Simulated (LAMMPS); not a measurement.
MD of CeO2 (fluorite) at zero pressure, 324 atoms, as a crystal; each row is its own run.

Computed with classical MD, Buckingham potential of Woodley, Battle, Gale and Catlow, Phys. Chem. Chem. Phys. 1, 2535 (1999), used with rigid ions (no shells), PPPM sums, short-range terms cut at 10 Å, modified for these runs by an r^-4 repulsive force inside the short-range force's maximum; code LAMMPS.

| T (K) | enthalpy (eV/atom) |
|---|---|
| 200 | -34.995 |
| 300 | -34.968 |
| 1620 | -34.611 |
| 2430 | -34.387 |
| 2840 | -34.267 |
| 3240 | -34.157 |

Problem. Fit a straight line, y = a + b x, to these rows (x is the first column, y the second) and predict the run at x = 1220.

Solution. Least squares gives a = -35.052 and b = 0.0002754. At x = 1220 the fit predicts -34.716 eV/atom. The run itself gave -34.721 ± 0.001 eV/atom, so the fit is 5 meV/atom high.

Caution: the potential ionic pair potential woodley1999 is fitted for structure prediction of static crystals.

Caution (rows 1220; 1620; 2430; 2840; 3240): a run this short can hold a crystal over, or a liquid under, the potential's own melting point, which these runs don't give.
